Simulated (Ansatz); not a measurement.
**InP, response to strain**

The reference is InP in the zinc blende structure (space group F-43m, No. 216; a = 5.907 Å). Axes: x, y, z lie along the cube axes.

Strains are applied to the cell and any free atomic positions relax.

Method: Ansatz (a program for electronic structure) r2SCAN, no SOC.

Notes on the quantities. pressure: mean of the normal stresses, compression positive; energy relative to the base: free energy F.

```tsv
case	pressure	energy relative to the base	volume per atom
base	0.00 GPa	0 meV/atom	25.76 Å³
uniaxial strain ε_zz = −3.00 %	2.20 GPa	+7.2 meV/atom	24.99 Å³
uniaxial strain ε_zz = −2.50 %	1.81 GPa	+5.0 meV/atom	25.12 Å³
uniaxial strain ε_zz = −2.00 %	1.43 GPa	+3.2 meV/atom	25.25 Å³
uniaxial strain ε_zz = −1.50 %	(withheld)	(withheld)	25.38 Å³
uniaxial strain ε_zz = −1.00 %	0.70 GPa	+0.8 meV/atom	25.51 Å³
uniaxial strain ε_zz = −0.50 %	0.35 GPa	+0.2 meV/atom	25.63 Å³
```

**Question.** Complete the table.

**Answer.** 
- uniaxial strain ε_zz = −1.50 %, pressure: 1.06 GPa
- uniaxial strain ε_zz = −1.50 %, energy relative to the base: +1.8 meV/atom

No phonon test of stability was made.
